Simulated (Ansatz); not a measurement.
## Defect calculation: C interstitial in hcp Ti

Computed with PBE, PAW (plane waves to 420 eV; Ansatz, a program for electronic structure). Cell and caveats: 48-site cell; 4×4×4 shifted k-points; start: void with 6Ti nearest; no Hubbard U; finite-size errors of tenths of an eV; the relaxation kept the symmetry of the starting site; relaxed from one start, so a lower configuration may exist; flagged in the runs: a host that isn't quite at rest in this cell.

Neighbours after relaxation, in Å: of the C atom: Ti 2.09, Ti 2.09, Ti 2.09, Ti 2.09, Ti 2.09, Ti 2.09.

Formation energies E_f are those of the neutral cell. Chemical conditions: impurity bounded by its compound with the host (Δμ(C) = -1.99 eV, bounded by Ti2C (Fd-3m); only phases computed here count, gases as isolated molecules at 0 K). Reference phases: C: graphite.

The name describes the start; the neighbours show where the added atom ended.

```json
[
 {"charge": "0", "moment (μB)": "not spin-polarised", "largest move off a lattice site (Å)": "0.05", "E_f, impurity bounded by its compound with the host (eV)": "0.42"}
]
```

Flagged in the runs: a host that isn't quite at rest in this cell.
